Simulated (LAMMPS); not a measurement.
Fault surfaces of Cu (fcc) on several planes, rigid shifts with relaxation along the normal.

Method: classical force field (static), pair style eam/alloy, file AlCu.eam.alloy (LAMMPS).

```
plane  largest on the first line  largest on the surface  first line along
-----  -------------------------  ----------------------  ----------------
(001)                  729 mJ/m²              1230 mJ/m²            [1-10]
(110)                 1540 mJ/m²              1900 mJ/m²             [001]
(111)                  440 mJ/m²               740 mJ/m²            [1-10]
```
